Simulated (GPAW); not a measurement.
Band structure of Y₂Mg (Cmcm, 6 atoms in the cell).

```
Y2Mg
1.0
    6.37836    -2.60893     0.00000
    6.37836     2.60893     0.00000
    0.00000     0.00000     5.21640
Y Mg
4 2
Cartesian
  8.37172  -1.32231   3.91230
  4.38499   1.32231   1.30410
  8.37172   1.32231   1.30410
  4.38499  -1.32231   3.91230
  6.37836   1.25583   3.91230
  6.37836  -1.25583   1.30410
```

Level of theory: PBEsol, GPAW PAW datasets PBEsol (made by gpaw-setup) (plane waves; GPAW).

Settings: mode = pw; ecut = 850 eV; xc = PBEsol; kpts = 4 4 3; mesh shift (steps) = 0 0 0; occupations.name = fermi-dirac; occupations.width = 0.1 eV; nbands = -14; convergence.density = 1e-05 e/electron; convergence.energy = 1e-05 eV/electron; symmetry.symmorphic = false; symmetry.tolerance = 0.0005; maxiter = 100; bandpath_npoints = 40.

The starting cell comes from a database of computed structures (which also holds hypothetical and non-ambient phases and stackings), without a prior relaxation at this level. Its lattice was rescaled by a random factor within 2.5 % of one.

Levels in eV from the Fermi level, bands 29 to 36:
```
point     29     30     31     32    33    34    35    36
-----  -----  -----  -----  -----  ----  ----  ----  ----
Γ      -1.13  -1.04  -0.62  -0.33  0.04  0.76  0.78  0.97
X      -0.65  -0.38  -0.18  -0.07  0.24  0.37  0.47  1.03
S      -0.33  -0.33  -0.04   0.02  0.18  0.18  0.45  0.45
R      -1.29  -1.29   0.18   0.18  0.21  0.21  1.12  1.12
A      -1.50  -1.50   0.21   0.21  0.33  0.33  0.75  0.75
Z      -0.82  -0.82   0.02   0.02  0.20  0.20  0.75  0.75
Y      -1.04  -0.82  -0.64  -0.54  0.03  0.78  0.96  1.24
X1     -0.65  -0.38  -0.18  -0.07  0.24  0.37  0.47  1.03
A1     -1.50  -1.50   0.21   0.21  0.33  0.33  0.75  0.75
T      -0.47  -0.47  -0.04  -0.04  0.16  0.16  0.71  0.71
```

Bands cross the Fermi level along this path, so the cell is metallic at this level.
